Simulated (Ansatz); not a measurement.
Take LiH in the rock salt structure (space group Fm-3m, No. 225) as the base.

```yaml
crystal:
  lattice:
    - [0.00000, 2.00193, 2.00193]
    - [2.00193, 0.00000, 2.00193]
    - [2.00193, 2.00193, 0.00000]
  atoms:
    - { symbol: H, position: [0.00000, 0.00000, 0.00000] }
    - { symbol: Li, position: [0.50000, 0.50000, 0.50000] }
```

Cartesian axes are those of the cell as printed.

Computed with plane-wave PAW DFT at the r2SCAN level (Ansatz, an electronic-structure program, 500 eV), no SOC, earlier PAW set.

Before the change:

| Property | Value |
|---|---|
| Valley order | X along ⟨100⟩ 3.63 eV |

It is then changed as follows: strain tensor (xx, yy, zz, yz, xz, xy) = (+1.62, −0.14, +0.94, −1.84, −0.19, −0.78) %, atoms relaxed at fixed cell.

Problem. Predict the new valley order, energy relative to the base and stress.

Solution. The valley order (the lowest conduction-band minima on the path, energy above the VBM, named in the base's zone) becomes X along [100] 3.45 eV; X along [001] 3.55 eV; X along [010] 3.70 eV (base: X along ⟨100⟩ 3.63 eV); the energy rises by 2.9 meV/atom; the stress (xx, yy, zz, yz, xz, xy; compression positive) is (-1.38, -0.15, -0.88, 1.88, 0.13, 0.77) GPa.

The levels and masses belong to the bands next to the band gap. Stability against distortions was not tested.
